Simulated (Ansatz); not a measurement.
## Quick settings and what they miss: Mg₅Sc (R32, 6 atoms in the cell)

Self-consistent single point.

```xyz
6
Lattice="2.7247 1.5731 5.2720 -2.7247 1.5731 5.2720 0.0000 -3.1463 5.2720" Properties=species:S:1:pos:R:3 pbc="T T T"
Mg    -1.8037    -0.0221     5.2720
Mg     0.9210    -1.5510     5.2720
Mg     0.8827     1.5731     5.2720
Mg     0.0000     0.0000     2.6047
Mg     0.0000     0.0000    13.2112
Sc     0.0000     0.0000     7.9079
```

Method: LDA (PW92), harder PAW files (source: ansatz) made with PBE (plane waves; Ansatz, a program for electronic structure).

Base settings: basis.ecutwfc = 45.6 Ry; kpoints.mp_grid.grid = 5 5 5; hamiltonian.xc = lda; hamiltonian.pseudopotentials = {kind: paw, source: ansatz}; scf.occupations.method = cold; scf.occupations.width = 0.0073 Ry.

Tight run (finer mesh or higher cutoff; not a proven limit): basis.ecutwfc: 45.6 Ry → 63.9 Ry; kpoints.mp_grid.grid: 5 5 5 → 7 7 7; scf.convergence.dr2_threshold: default (1e-07 eV) → 1e-09 eV. It gave Fermi level (on the code's own zero) 6.22 eV; pressure -1.33 GPa; largest force (vector length) 0.029 eV/Å.

Quick runs, as changes from the base:
- A: the base itself
- B: basis.ecutwfc: 45.6 Ry → 27.2 Ry; kpoints.mp_grid.grid: 5 5 5 → 1 1 1; scf.occupations.method: cold → gaussian; scf.occupations.width: 0.0073 Ry → 0.02 Ry
- C: basis.ecutwfc: 45.6 Ry → 32 Ry; kpoints.mp_grid.grid: 5 5 5 → 4 4 4; scf.occupations.width: 0.0073 Ry → 0.01 Ry; scf.convergence.dr2_threshold: default (1e-07 eV) → 0.0001 eV
- D: basis.ecutwfc: 45.6 Ry → 27.2 Ry; kpoints.mp_grid.grid: 5 5 5 → 3 3 3
- E: basis.ecutwfc: 45.6 Ry → 27.2 Ry; kpoints.mp_grid.grid: 5 5 5 → 6 6 6; scf.occupations.method: cold → fermi_dirac; scf.occupations.width: 0.0073 Ry → 0.0147 Ry; kpoints.mp_grid.shift: default → 0.5 0.5 0.5

Energies are extrapolated to zero smearing width, which holds to low order in the width alone.

The count of work is k-points × plane waves × bands × iterations; it is no time. 

Pressures in the table are Ansatz's without its Pulay estimate, at a fixed set of plane waves; the tight run's value above holds the estimate.

The starting cell comes from a database of computed structures (which also holds hypothetical and non-ambient phases and stackings), without a prior relaxation at this level. Its lattice was rescaled by a random factor within 2.5 % of one.

| run | energy less tight (meV/atom) | pressure less tight (GPa) | largest miss in a force vector (eV/Å) | count of work / tight |
|---|---|---|---|---|
| A | 6.3 | 0.04 | 0.004 | 0.23 |
| B | 2112.1 | -30.34 | 0.474 | 0.0071 |
| C | 121.8 | -7.27 | 0.003 | 0.071 |
| D | 761.5 | -36.22 | 0.022 | 0.034 |
| E | 763.1 | -36.34 | 0.017 | 0.15 |

Among the runs at the tight run's level, the energy misses run from 6.3 to 2112.1 meV/atom.

Left out of this page: 1 run of the series outside the window shown, repeating another row's setting, or not comparable.

Keys are those of Ansatz 0.2.
